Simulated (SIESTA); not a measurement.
A self-consistent single point of Zn3Ga2Te6 (C2, 11 atoms in the cell) with SIESTA

Computed with LDA PW92, numerical atomic orbitals TZP, PseudoDojo LDA standard norm-conserving potentials (rewritten from UPF to PSML) run with SIESTA.

Input as run:

```
# files in the folder: Zn.psml Ga.psml Te.psml (PseudoDojo LDA standard)
SystemName  Zn3(GaTe3)2
SystemLabel zn3(gate3)2

NumberOfAtoms                11
NumberOfSpecies              3
%block ChemicalSpeciesLabel
  1 30 Zn
  2 31 Ga
  3 52 Te
%endblock ChemicalSpeciesLabel
LatticeConstant              7.523090 Ang
%block LatticeVectors
     0.915194421   -0.403012592    0.000000000
     0.915194421    0.403012592    0.000000000
    -0.381467854    0.000000000    1.086716363
%endblock LatticeVectors
AtomicCoordinatesFormat      Ang
%block AtomicCoordinatesAndAtomicSpecies
     2.727797898   -2.006935886    5.514514652  1
     8.172565102   -2.006935886    2.660950348  1
     5.450181500    0.826799130    4.087732500  1
     4.131919120   -1.946964904    1.331292721  2
     6.768443880   -1.946964904    6.844172279  2
     8.959332331   -0.595222608    7.563858463  3
     1.941030669   -0.595222608    0.611606537  3
     4.691568391   -0.405910772    6.293963485  3
     6.208794609   -0.405910772    1.881501515  3
     0.619912110   -0.511542168    4.771773657  3
    10.280450890   -0.511542168    3.403691343  3
%endblock AtomicCoordinatesAndAtomicSpecies

XC.functional                LDA
XC.authors                   PW92
PAO.BasisSize                TZP
PAO.EnergyShift              0.01 Ry
MeshCutoff                   400 Ry
%block kgrid.MonkhorstPack
    5   0   0  0.0
    0   5   0  0.0
    0   0   3  0.0
%endblock kgrid.MonkhorstPack
OccupationFunction           FD
ElectronicTemperature        10 K

MaxSCFIterations             150
SCF.Mixer.Method             Pulay
SCF.Mixer.Weight             0.25
SCF.Mixer.History            6
SCF.DM.Tolerance             1.0E-05
Diag.ParallelOverK           true
WriteForces                  true
```

Output, abridged:

```
reinit: Reading from file input.fdf

reinit: System Name: Zn3(GaTe3)2
reinit: System Label: zn3(gate3)2

coor:   Atomic-coordinates input format  =     Cartesian coordinates
coor:                                          (in Angstroms)

siesta: Atomic coordinates (Bohr) and species
siesta:      5.15479  -3.79256  10.42092  1        1
siesta:     15.44391  -3.79256   5.02847  1        2
siesta:     10.29935   1.56242   7.72469  1        3
siesta:      7.80820  -3.67923   2.51578  2        4
siesta:     12.79051  -3.67923  12.93361  2        5
siesta:     16.93068  -1.12481  14.29362  3        6
siesta:      3.66802  -1.12481   1.15577  3        7
siesta:      8.86578  -0.76706  11.89387  3        8
siesta:     11.73292  -0.76706   3.55552  3        9
siesta:      1.17146  -0.96667   9.01735  3       10
siesta:     19.42724  -0.96667   6.43204  3       11

siesta: System type = bulk

initatomlists: Number of atoms, orbitals, and projectors:     11   251   288

siesta: ******************** Simulation parameters ****************************
redata: Spin configuration                          = none
redata: Time-Reversal Symmetry                      = T
redata: Number of Atomic Species                    =        3
redata: Mesh Cutoff                                 =   400.0000 Ry
redata: Net charge of the system                    =     0.0000 |e|
redata: Min. number of SCF Iter                     =        0
redata: Max. number of SCF Iter                     =      150
redata: SCF convergence failure will abort job
redata: SCF mix quantity                            = Hamiltonian
redata: Mix DM or H after convergence               =   F
redata: Recompute H after scf cycle                 =   F
redata: Mix DM in first SCF step                    =   T
redata: No kicks to SCF
redata: DM Mixing Weight for Kicks                  =     0.5000
redata: Require Harris convergence for SCF          =   F
   [... lines left out ...]
diag: Parallel distribution                         =     1 x     1
diag: Used triangular part                          = Lower
diag: Absolute tolerance                            =  0.100E-15
diag: Orthogonalization factor                      =  0.100E-05
diag: Memory factor                                 =  1.0000

superc: Internal auxiliary supercell:     5 x     5 x     3  =      75
superc: Number of atoms, orbitals, and projectors:    825  18825  21600

                        Single-point calculation

superc: Internal auxiliary supercell:     5 x     5 x     3  =      75
superc: Number of atoms, orbitals, and projectors:    825  18825  21600

outcell: Unit cell vectors (Ang):
        6.885090   -3.031900    0.000000
        6.885090    3.031900    0.000000
       -2.869817    0.000000    8.175465

outcell: Cell vector modules (Ang)   :    7.523090    7.523090    8.664530
outcell: Cell angles (23,13,12) (deg):    107.6454    107.6454     47.5333
outcell: Cell volume (Ang**3)        :    341.3241
new_DM -- step:     1
Initializing Density Matrix...

Attempting to read DM from file... Failed...
DM filled with atomic data:

InitMesh: MESH = 80 x 80 x 108 = 691200
InitMesh: Mesh cutoff (required, used) =   400.000   419.110 Ry

stepf: Fermi-Dirac step function
        iscf     Eharris(eV)        E_KS(eV)     FreeEng(eV)     dDmax    Ef(eV) dHmax(eV)
   scf:    1   -37570.378764   -38034.146669   -38034.146753  1.366182 -1.182491 69.758486
   scf:    2   -38213.591811   -38252.962560   -38252.962560  1.483996 -2.909663 13.363056
   scf:    3   -38277.051926   -38268.784498   -38268.784498  0.529535 -3.392935  4.993092
   scf:    4   -38270.724468   -38269.920554   -38269.920554  0.141844 -3.451374  2.025394
   scf:    5   -38270.275536   -38270.154207   -38270.154207  0.085695 -3.707238  0.421892
   scf:    6   -38270.161363   -38270.162164   -38270.162164  0.018550 -3.717669  0.463552
   [... 3 lines left out ...]
   scf:   10   -38270.168541   -38270.168540   -38270.168540  0.000189 -3.302257  0.002116
   scf:   11   -38270.168540   -38270.168540   -38270.168540  0.000125 -3.302985  0.000621
   scf:   12   -38270.168540   -38270.168540   -38270.168540  0.000033 -3.303176  0.000207
   scf:   13   -38270.168540   -38270.168540   -38270.168540  0.000023 -3.303244  0.000033
   scf:   14   -38270.168540   -38270.168540   -38270.168540  0.000002 -3.303253  0.000015
SCF Convergence by DM+H criterion
max |DM_out - DM_in|         :     0.0000020902
max |H_out - H_in|      (eV) :     0.0000147472
SCF cycle converged after 14 iterations

Using DM_out to compute the final energy and forces

siesta: E_KS(eV) =           -38270.1685

siesta: E_KS - E_eggbox =    -38270.1685

siesta: Atomic forces (eV/Ang):
     1   -0.004213    0.001716    0.010080
     2    0.004213    0.001715   -0.010080
     3    0.000000   -0.015830   -0.000000
     4    0.013681    0.023738    0.020327
     5   -0.013682    0.023738   -0.020327
     6    0.269158   -0.062337   -0.086618
     7   -0.269158   -0.062337    0.086618
     8   -0.236420    0.176885    0.027579
     9    0.236420    0.176886   -0.027579
    10    0.096581   -0.129452   -0.180613
    11   -0.096581   -0.129452    0.180613
   Tot   -0.000000    0.005270   -0.000000
   Max    0.269158
   Res    0.118551    sqrt( Sum f_i^2 / 3N )
   Max    0.269158    constrained

Stress tensor Voigt[x,y,z,yz,xz,xy] (kbar):       41.05       41.11       44.25       -0.00       -0.52        0.00
(Free)E + p*V (eV/cell)   -38279.1453
Target enthalpy (eV/cell)   -38270.1685

siesta: Program's energy decomposition (eV):
siesta: Ebs     =     -5797.321119
siesta: Eions   =     42817.005383
siesta: Ena     =      1737.728688
siesta: Ekin    =     20192.116475
siesta: Enl     =    -10692.139741
siesta: Eso     =         0.000000
siesta: Edftu   =         0.000000
siesta: DEna    =       170.435996
siesta: DUscf   =        12.460207
siesta: DUext   =         0.000000
siesta: Ex      =     -6348.500459
siesta: Ec      =      -525.264323
siesta: Exc     =     -6873.764783
siesta: Eharris =    -38270.168540
siesta: Etot    =    -38270.168540
siesta: FreeEng =    -38270.168540

siesta: Atomic forces (eV/Ang):
siesta:      1   -0.004213    0.001716    0.010080
siesta:      2    0.004213    0.001715   -0.010080
siesta:      3    0.000000   -0.015830   -0.000000
siesta:      4    0.013681    0.023738    0.020327
siesta:      5   -0.013682    0.023738   -0.020327
siesta:      6    0.269158   -0.062337   -0.086618
siesta:      7   -0.269158   -0.062337    0.086618
siesta:      8   -0.236420    0.176885    0.027579
siesta:      9    0.236420    0.176886   -0.027579
siesta:     10    0.096581   -0.129452   -0.180613
siesta:     11   -0.096581   -0.129452    0.180613
siesta: ----------------------------------------
siesta:    Tot   -0.000000    0.005270   -0.000000

siesta: Stress tensor (static) (eV/Ang**3):
siesta:     0.025619    0.000000   -0.000326
siesta:     0.000000    0.025662   -0.000000
siesta:    -0.000326   -0.000000    0.027619

siesta: Cell volume =        341.324100 Ang**3

siesta: Pressure (static):
siesta:                Solid            Molecule  Units
siesta:          -0.00028644         -0.00029119  Ry/Bohr**3
siesta:          -0.02629990         -0.02673563  eV/Ang**3
siesta:         -42.13709042        -42.83519565  kBar
```

The run converged in 14 iterations.

The starting cell comes from a database of computed structures (which also holds hypothetical and non-ambient phases and stackings), without a prior relaxation at this level. Values carry the incompleteness of an atom-centred basis. With a pressure of about -4 GPa the cell is away from its equilibrium volume at this level.

Cost on one core of a shared machine: roughly 2 min.
